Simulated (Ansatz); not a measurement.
# SnO (Pmn2₁, No. 31; start mp-545552; another space group than a measured phase of this formula): band gap by level of theory

No measured value is used here.

```
level (code)              value (eV)
-------------------  ---------------
LDA (Ansatz)                    1.27
PBEsol+SOC (Ansatz)  1.15 (indirect)
r²SCAN+SOC (Ansatz)  1.54 (indirect)
HSE06+SOC (Ansatz)               ___
PBE0 (Ansatz)                    ___
r²SCAN0 (Ansatz)                2.92
```

**Question.** What belongs in the gaps?

**Answer.** 
- HSE06+SOC (Ansatz, a quantum-chemistry and plane-wave program), value (eV): 1.92 (indirect)
- PBE0 (Ansatz), value (eV): 2.66

Computed values are for a static lattice. Spin–orbit coupling is included only where a level's name says +SOC; with heavier elements it mostly lowers gaps and can invert bands.  Values are at the PBE-D3(BJ) cell. Cutoffs and k meshes differ between the levels. Ansatz's density-functional and Hartree–Fock values are scalar-relativistic unless marked +SOC, with PAW data made under PBE.

A start named mp-… is a Materials Project structure, which can be a computed phase never made.
